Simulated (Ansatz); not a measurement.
# PtSn2 (model structure, started from the C15 type, Fd-3m, No. 227, 6 atoms in the cell)

Calculation: LDA (PAW; Ansatz, a first-principles code).

Settings: plane-wave cutoff 520 eV, 12×12×12 k mesh, Fermi–Dirac smearing 0.05 eV, scalar-relativistic PAW data made under PBE.

Cell (relaxed at this level):

Space group Fd-3m, origin choice 1 (No. 227); a = 8.126 Å, b = 8.126 Å, c = 8.126 Å, α = 90.00°, β = 90.00°, γ = 90.00°

```tsv
atom	site	symmetry	x	y	z
Sn	16c	.-3m	0.1250	0.1250	0.1250
Pt	8b	-43m	0.5000	0.5000	0.5000
```
(The calculation used a cell of 6 atoms; values per cell refer to that cell.)

For PtSn2 (model structure, started from the C15 type, Fd-3m, No. 227, 6 atoms in the cell), the band gap is none and the bulk modulus B0 comes out as 84.6 GPa.

Note: the bulk modulus is −V dP/dV from two relaxed cells at ±2 % in volume; the relaxation could raise the start's symmetry but not lower it, so the cell can be a saddle point.

Spin–orbit coupling is not included.

Static lattice: no zero-point or thermal effects.

A model structure was made by putting elements into a prototype or built by hand; it is no filed structure, need not be a known phase, and can be a saddle point held by its symmetry.
